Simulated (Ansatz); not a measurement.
The starting structures come from a database of crystals and need not be the phases stable at ambient conditions.

 Where the default PAW files enter, the runs use the earlier of Ansatz's two default sets.

The decay constant κ of evanescent states in the gap governs leakage through a thin film.

```yaml
crystal:
  lattice:
    - [3.12595, 0.00000, 0.00000]
    - [0.00000, 5.86711, 0.00000]
    - [0.00000, 0.00000, 6.10434]
  atoms:
    - { symbol: Na, position: [0.15613, 0.75000, 0.00000] }
    - { symbol: Na, position: [0.84387, 0.25000, 0.00000] }
    - { symbol: Na, position: [0.84387, 0.25000, 0.50000] }
    - { symbol: Na, position: [0.15613, 0.75000, 0.50000] }
    - { symbol: H, position: [0.45007, 0.47834, 0.25000] }
    - { symbol: H, position: [0.54993, 0.52166, 0.75000] }
    - { symbol: H, position: [0.45007, 0.02166, 0.75000] }
    - { symbol: H, position: [0.54993, 0.97834, 0.25000] }
    - { symbol: O, position: [0.70637, 0.57126, 0.25000] }
    - { symbol: O, position: [0.29363, 0.42874, 0.75000] }
    - { symbol: O, position: [0.70637, 0.92874, 0.75000] }
    - { symbol: O, position: [0.29363, 0.07126, 0.25000] }
```

Space group of this cell: Pbcm. The cell is taken as given; by PBEsol its mean pressure is 1.8 GPa.

Transport runs along the normal of the first two printed cell vectors.

The gap is the functional's own, uncorrected, and κ follows it; spin-orbit coupling is left out. Mid-gap values are interpolated between the computed energies.

Predict the band gap and the smallest decay constant κ at mid-gap from PBEsol (Ansatz, a program for electronic structure).

Gap 3.53 eV on a 10×6×6 mesh; κ = 0.329 1/Å, at the zone centre.
